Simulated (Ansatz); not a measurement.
Take AlRu in the CsCl type structure (space group Pm-3m, No. 221; a = 2.976 Å) as the base.

Calculations: PBEsol (Ansatz, a first-principles code), scalar-relativistic without spin-orbit coupling.

Base values:

| Item | Value |
|---|---|
| Volume per atom | 13.18 Å³ |

The change: hydrostatic tension (pressure −2 GPa).

Problem. What does the calculation give for the volume per atom after the change?

Solution. The volume per atom rises by 0.123 Å³ to 13.31 Å³.

Load acts through the strain it causes; cell and atoms are relaxed under it. Whether these cells are dynamically stable was not tested. All final runs are without spin polarisation.
